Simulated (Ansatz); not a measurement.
End structure of Hf on the 1x1 (110) surface of bcc W, one in a 2x2 cell, started at the site 'bridge W-W (span 3.2 Å)':

```xyz
17
Lattice="5.5154 0.0000 0.0000 -1.8385 5.1999 0.0000 0.0000 0.0000 26.0000" Properties=species:S:1:pos:R:3 pbc="T T T"
W      0.9192     1.3000     9.6951
W      0.0000     3.8999     9.6951
W      3.6769     1.3000     9.6951
W      2.7577     3.8999     9.6951
W      0.0000     0.0000    11.8698
W     -0.9192     2.6000    11.8698
W      2.7577     0.0000    11.8698
W      1.8385     2.6000    11.8698
W      0.9192     1.3000    14.1156
W      0.0000     3.8999    14.1257
W      3.6769     1.3000    14.1257
W      2.7577     3.8999    14.1185
W     -0.0225    -0.0318    16.3089
W     -0.8687     2.5642    16.3906
W      2.7071     0.0357    16.3906
W      1.8609     2.6317    16.3089
Hf     0.9192     1.3000    18.4004
```

Slab: 17 atoms, 6.6 Å thick at the start under the adsorbate (thin: gaps and levels are the slab's own); k 6x6x1, smearing 0.1 eV, dipole-corrected; 8 atoms held, the rest relaxed; symmetry of the start imposed; spin-polarised, no spin-orbit, no U, no dispersion correction. The starting moment vanished. At the end it is bonded to 4 W. In PBE it is, or lies within 0.03 eV of, the lowest of the starts that converged.

A negative adsorption energy means that the adsorbate is more stable on the surface than in its reference.

Task: Estimate the work function of the top face that PBE (Ansatz, a first-principles code) returns for this input.

Result: 2.65 eV

Task: What is the computed change of the work function (PBE)?

Result: -2.17 eV

Task: What is the computed adsorption energy against an atom of hcp Hf (PBE)?

Result: 6.4 kcal/mol

Task: Predict the change of the step from the bottom to the top vacuum level, against the clean slab from PBE.

Result: -2.14 eV
